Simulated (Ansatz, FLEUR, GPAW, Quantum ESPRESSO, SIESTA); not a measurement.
One structure in several programs: ScCoC₂ (P4/nmm, 8 atoms in the cell)

Self-consistent single point.

```
ScCoC2
1.0
    3.30270     0.00000     0.00000
    0.00000     3.30270     0.00000
    0.00000     0.00000     7.09530
Sc Co C
2 2 4
Direct
  0.50000   0.00000   0.65433
  0.00000   0.50000   0.34567
  0.50000   0.50000   0.00000
  0.00000   0.00000   0.00000
  0.00000   0.50000   0.85013
  0.50000   0.00000   0.14987
  0.50000   0.00000   0.34670
  0.00000   0.50000   0.65330
```

All programs got the same cell, k-point mesh and kind of occupations (in Ansatz's words: kpoints.mp_grid.grid = 9 9 4; scf.occupations.method = gaussian; scf.occupations.width = 0.1 eV); potentials, basis and cutoffs are each program's usual ones.

```csv
code,model,pressure (GPa),largest force (eV/Å),k-points,cutoff
SIESTA,"GGA PBEsol, numerical atomic orbitals DZP, PseudoDojo PBEsol standard norm-conserving potentials (rewritten from UPF to PSML)",4.93,1.567,167,grid 350 Ry
FLEUR,"PBEsol, all-electron FLAPW (FLEUR), scalar-relativistic valence",–,0.656,45,Kmax 4.8 1/bohr
Ansatz,"PBEsol, PAW files made with PBE",4.19,0.602,45,default
Quantum ESPRESSO,"PBEsol, GBRV 1.5 ultrasoft (PBESOL) pseudopotentials",4.13,0.682,45,50 Ry
GPAW,"PBEsol, GPAW PAW datasets PBEsol (made by gpaw-setup)",–,0.618,45,950 eV
```

Size of the force on each atom (eV/Å): Sizes of forces hide their directions.

| code | Sc1 | Sc2 | Co3 | Co4 | C5 | C6 | C7 | C8 |
|---|---|---|---|---|---|---|---|---|
| SIESTA | 0.015 | 0.015 | 0.000 | 0.000 | 1.377 | 1.377 | 1.567 | 1.567 |
| FLEUR | 0.079 | 0.079 | 0.000 | 0.000 | 0.494 | 0.494 | 0.656 | 0.656 |
| Ansatz | 0.097 | 0.097 | 0.000 | 0.000 | 0.417 | 0.417 | 0.602 | 0.602 |
| Quantum ESPRESSO | 0.087 | 0.087 | 0.000 | 0.000 | 0.508 | 0.508 | 0.682 | 0.682 |
| GPAW | 0.115 | 0.115 | 0.000 | 0.000 | 0.280 | 0.280 | 0.618 | 0.618 |

A dash marks a value that a program does not give, or that is left out as unsure.

The spread over the programs that give each value: pressure within 0.80 GPa; largest force within 0.965 eV/Å.

The starting cell comes from a database of computed structures (which also holds hypothetical and non-ambient phases and stackings), without a prior relaxation at this level. Its lattice was rescaled by a random factor within 2.5 % of one. On Ansatz's run: Spin polarisation is off. In the base run, with a pressure of about 4 GPa the cell is away from its equilibrium volume at this level.

Question: Why do the programs differ, and what cannot be compared?

Answer: Differences of this kind can come from the potentials, where these differ, and from what each basis and cutoff leave unconverged. The valence holds different numbers of electrons (SIESTA 72, FLEUR 68, Ansatz (a program for electronic structure) 72, Quantum ESPRESSO 72, GPAW 56). The zero of total energies and Fermi levels follows the potentials and each program's conventions, so they are not compared here. SIESTA uses small atom-centred bases, whose incompleteness enters pressures, forces and empty levels differently from a plane-wave cutoff. FLEUR treats all electrons, but the usual bases taken here (sphere radii, linearisation, local orbitals, empty states) were not tested for convergence, so the values are no reference for the others. Ansatz's pressure is given at a fixed set of plane waves, as the other plane-wave codes print theirs; with its correction for the finite basis it is 4.41 GPa (the shift of 0.21 GPa shows how far the cutoff is from converged). The pressure of GPAW is left out: its cutoff lies under the one at which its stress was checked. The programs reduce the same mesh by symmetry to different extents, which changes the work and not the result.

Left out of this page: ABINIT (stopped by limits of time or memory).

Keys are those of Ansatz 0.2.
